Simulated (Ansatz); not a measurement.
The parent structure is AlN in the wurtzite structure (space group P6_3mc, No. 186; a = 3.1302 Å, c = 5.0180 Å). Axes: x lies along a and z along c of the hexagonal cell.

Method: PBE in Ansatz (plane waves to 420 eV, PAW, without spin-orbit coupling).

Before the change:

```
Item                                          Result
-----------------------------  ---------------------
Width of the top valence band                2.34 eV
Band gap                                     4.03 eV
Valence-band top at Γ          0.00, -0.20, -0.20 eV
```

It is then changed as follows: biaxial strain −3.00 %, plane normal [001], relaxed out of plane (Cartesian); in-plane vectors clamped, the third vector and the atoms free.

### Question
What does the calculation give for the out-of-plane strain after the change?

### Answer
The out-of-plane strain comes out as +1.57 %.

### Question
Predict the new width of the top valence band.

### Answer
The width of the top valence band grows by 0.03 eV (2.34 eV → 2.37 eV).

### Question
What happens to the band gap?

### Answer
The band gap increases by 0.38 eV to 4.41 eV.

### Question
What does the calculation give for the valence-band top at Γ after the change?

### Answer
The valence-band top at Γ (three highest levels, from the VBM) becomes 0.00, 0.00, -0.22 eV (base: 0.00, -0.20, -0.20 eV).

Whether these cells are dynamically stable was not tested.

Ansatz is a program for electronic structure.
